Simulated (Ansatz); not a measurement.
Given:

```
PtSn
1.0
    4.12756     0.00000     0.00000
   -2.06378     3.57458     0.00000
    0.00000     0.00000     5.43458
Sn Pt
2 2
Direct
  0.66667   0.33333   0.75000
  0.33333   0.66667   0.25000
  0.00000   0.00000   0.50000
  0.00000   0.00000   0.00000
```

All values below come from PBEsol, DFPT electron-phonon coupling, linearised Boltzmann equation (plane waves, PAW, scalar-relativistic; Ansatz, a quantum-chemistry and plane-wave program). How the cell was made: relaxed with this functional, without spin-orbit coupling.

Question: Estimate the phonon-limited resistivity at 300 K, by direction if it differs.

Answer: 6.2 (x), 6.2 (y), 14.3 (z) μΩ·cm.

Question: And the electrons' mean free path at that temperature?

Answer: 14.4 (x), 14.4 (y), 13.6 (z) nm, weighted by the current that each state carries. Wires not much wider than this gain resistivity from their walls.

A metal at this level (no band gap). Only scattering by harmonic phonons is included (no impurities, grain boundaries, electron-electron scattering or thermal expansion). Spin-orbit coupling is left out, which matters with elements this heavy. Halving the electron mesh (24x24x16) moves the resistivity by up to 2 % at 300 K, the mean free path by up to 3 %. Smearing 0.20 eV; phonons on a 4x4x3 q mesh, which this run doesn't test.

Formula and space group known from diffraction (Crystallography Open Database), not checked to be the room-temperature form: PtSn (P6_3/mmc).
